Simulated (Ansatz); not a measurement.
A hypothetical phase is included: elements placed on a structure type, which no database files for this compound.

By PBEsol, the system below comes out a metal.

Data:

```yaml
crystal:
  lattice:
    - [4.74128, 0.00000, 0.00000]
    - [0.00000, 4.74128, 0.00000]
    - [2.37064, -2.37064, 3.35259]
  atoms:
    - { symbol: Mg, position: [0.25000, 0.25000, 0.50000] }
    - { symbol: Mg, position: [0.50000, 0.50000, 0.00000] }
```

The cell was relaxed by PBE-D3(BJ).

The current flows along the normal of the first two printed cell vectors, the (001) plane of the conventional cell. No spin-orbit coupling; the value is a mean over 0.1 eV about the Fermi level.

Q: Compute, with PBEsol in Ansatz (a first-principles code), the ballistic conductance per area.

A: 0.57 × 10¹⁵ S/m² for both spins.
